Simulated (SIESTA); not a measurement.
Checking a run of SIESTA on Zn3CoS4 (P-4m2, 8 atoms in the cell). The aim is a self-consistent single point with DFT, GGA PBEsol, numerical atomic orbitals DZP, PseudoDojo PBEsol standard norm-conserving potentials (rewritten from UPF to PSML).

Input as run:

```
# files in the folder: Zn.psml Co.psml S.psml (PseudoDojo PBEsol standard)
SystemName  Zn3CoS5
SystemLabel Zn3CoS4

NumberOfAtoms                9
NumberOfSpecies              3
%block ChemicalSpeciesLabel
  1 30 Zn
  2 27 Co
  3 16 S
%endblock ChemicalSpeciesLabel
LatticeConstant              1.0 Ang
%block LatticeVectors
     3.822790000    0.000000000    0.000000000
     0.000000000    3.822790000    0.000000000
     0.000000000    0.000000000   10.791490000
%endblock LatticeVectors
AtomicCoordinatesFormat      Fractional
%block AtomicCoordinatesAndAtomicSpecies
     0.000000000    0.000000000    0.752940000  1
     0.000000000    0.000000000    0.247060000  1
     0.500000000    0.500000000    0.500000000  1
     0.500000000    0.500000000    0.000000000  2
     0.000000000    0.500000000    0.374070000  3
     0.500000000    0.000000000    0.625930000  3
     0.500000000    0.000000000    0.118840000  3
     0.000000000    0.500000000    0.881160000  3
    -0.008120000    0.503773000    0.899420000  3
%endblock AtomicCoordinatesAndAtomicSpecies

XC.functional                GGA
XC.authors                   PBEsol
PAO.BasisSize                DZP
PAO.EnergyShift              0.01 Ry
MeshCutoff                   400 Ry
%block kgrid.MonkhorstPack
    5   0   0  0.0
    0   5   0  0.0
    0   0   2  0.0
%endblock kgrid.MonkhorstPack
OccupationFunction           MP
OccupationMPOrder            1
ElectronicTemperature        50.0 meV
Spin                         polarized
%block DM.InitSpin
  1 +0.00
  2 +0.00
  3 +0.00
  4 +3.00
  5 +0.00
  6 +0.00
  7 +0.00
  8 +0.00
  9 +0.00
%endblock DM.InitSpin

MaxSCFIterations             150
SCF.Mixer.Method             Pulay
SCF.Mixer.Weight             0.1
SCF.Mixer.History            8
SCF.DM.Tolerance             1.0E-04
Diag.ParallelOverK           true
WriteForces                  true
Charge.Mulliken              end
```

Log, with long lists cut:

```
reinit: Reading from file input.fdf

reinit: System Name: Zn3CoS5
reinit: System Label: Zn3CoS4

NOTE on units for spin output:
{S} is the spin magnetic moment, in units of the Bohr magneton,
assuming a g-factor for the electron spin of exactly 2.
   [... lines left out ...]
siesta: WARNING: Atoms    26    27 too close: rij =    0.200003 Ang
siesta: WARNING: Atoms    35    36 too close: rij =    0.200003 Ang
siesta: WARNING: Atoms    44    45 too close: rij =    0.200003 Ang
siesta: WARNING: Atoms    53    54 too close: rij =    0.200003 Ang
   [... 64 lines left out ...]
siesta: WARNING: Atoms   638   639 too close: rij =    0.200003 Ang
siesta: WARNING: Atoms   647   648 too close: rij =    0.200003 Ang
siesta: WARNING: Atoms   656   657 too close: rij =    0.200003 Ang
siesta: WARNING: Atoms   665   666 too close: rij =    0.200003 Ang
siesta: WARNING: Atoms   674   675 too close: rij =    0.200003 Ang
new_DM -- step:     1
Initializing Density Matrix...

Attempting to read DM from file... Failed...
initDM: WARNING: atom 1 has a closed-shell and cannot be polarized
initDM: WARNING: atom 2 has a closed-shell and cannot be polarized
initDM: WARNING: atom 3 has a closed-shell and cannot be polarized
DM filled with atomic data (user-defined):

InitMesh: MESH = 48 x 48 x 144 = 331776
InitMesh: Mesh cutoff (required, used) =   400.000   435.736 Ry

stepf: Methfessel-Paxton step function
       Using Hermite-Gauss polynomials of order  1
        iscf     Eharris(eV)        E_KS(eV)     FreeEng(eV)     dDmax    Ef(eV) dHmax(eV)
   scf:    1   -18788.058400   -20126.508623   -20126.507781166.831164 -0.853200119.203725
     spin moment: {S} , |S| = {        0.0        0.0    1.71808 }     1.71808
   scf:    2   -18873.515944   -20168.954983   -20168.956284 37.845819 -1.184520170.719680
     spin moment: {S} , |S| = {        0.0        0.0    0.12036 }     0.12036
   scf:    3   -20122.941950   -20541.699868   -20541.699245 14.391280 -3.519817 95.194295
   [... lines left out ...]
     spin moment: {S} , |S| = {        0.0        0.0    2.68469 }     2.68469
   scf:   34   -20751.876050   -20751.876049   -20751.876686  0.000109 -4.181095  0.000056
     spin moment: {S} , |S| = {        0.0        0.0    2.68469 }     2.68469
   scf:   35   -20751.876048   -20751.876049   -20751.876686  0.000174 -4.181099  0.000045
     spin moment: {S} , |S| = {        0.0        0.0    2.68469 }     2.68469
   scf:   36   -20751.876048   -20751.876048   -20751.876686  0.000071 -4.181102  0.000022
     spin moment: {S} , |S| = {        0.0        0.0    2.68469 }     2.68469
SCF Convergence by DM+H criterion
max |DM_out - DM_in|         :     0.0000711336
max |H_out - H_in|      (eV) :     0.0000216679
SCF cycle converged after 36 iterations

Using DM_out to compute the final energy and forces

siesta: E_KS(eV) =           -20751.8760

siesta: E_KS - E_eggbox =    -20751.8760

siesta: Atomic forces (eV/Ang):
     1    0.040446   -0.013395    5.357921
     2    0.019005    0.012218   -0.240595
     3   -0.005834   -0.001761    0.014988
     4   -1.456632   -0.052761   -2.750920
     5   -0.001277    0.000750   -0.010779
     6    0.019326   -0.027590    1.278780
     7   -0.051781    0.031140   -0.261063
     8 1930.588555 -895.517710************
     9-1929.157961  895.56480112308.492428
   Tot   -0.006153   -0.004307    0.004160
   [... lines left out ...]
siesta: FreeEng =    -20751.876686
siesta: Cell volume =        157.703850 Ang**3
siesta:        8233.51742200       -281.38820210  kBar
   [... lines left out ...]
     3     0.376674   19.623326    0.003732  Zn
     4     1.374121   15.625879    2.282063  Co
     5    -0.382234    6.382234    0.025096  S
     6    -0.387818    6.387818    0.005239  S
     7    -0.278762    6.278762    0.179987  S
     8    -0.993616    6.993616    0.383073  S
     9    -1.587154    7.587154   -0.199736  S
 Total    -0.000000                2.684695
```

Question: Can these results be used? Check the input.

Answer: The run is not sound. The fault is one atom entered twice. Two nuclei at or near one point give a huge ion-ion repulsion and overlapping cores, and the electron count is too high as well. To fix it, remove the duplicate atom. The run converged in 36 iterations without an error; against the sound input the pressure goes from -6.36 to 823.4 GPa, the largest force goes from 0.408 to 12490 eV/Å and the size of the net moment goes from 0.37 to 0.30 μB/atom. The full log also holds: “siesta: WARNING: Atoms     8     9 too close: rij =    0.200003 Ang” and “siesta: WARNING: Atoms    17    18 too close: rij =    0.200003 Ang”.

The sound input it was made from differs as follows (other fixes are possible):
```diff
-SystemName  Zn3CoS5
+SystemName  Zn3CoS4
-NumberOfAtoms                9
+NumberOfAtoms                8
-    -0.008120000    0.503773000    0.899420000  3
-  9 +0.00
```

With that input, the run converged in 19 iterations: free energy E − TS -22407.5551 eV; Fermi level (on the code's own zero) -3.07 eV; pressure -6.36 GPa; largest force (vector length) 0.408 eV/Å; size of the cell's spin moment 2.94 μB (DFT, GGA PBEsol, numerical atomic orbitals DZP, PseudoDojo PBEsol standard norm-conserving potentials (rewritten from UPF to PSML)).

On the sound input: the starting cell comes from a database of computed structures (which also holds hypothetical and non-ambient phases and stackings), without a prior relaxation at this level. With one magnetic atom in the cell only a parallel order is possible. Values carry the incompleteness of an atom-centred basis. With a pressure of about -6 GPa the cell is away from its equilibrium volume at this level.
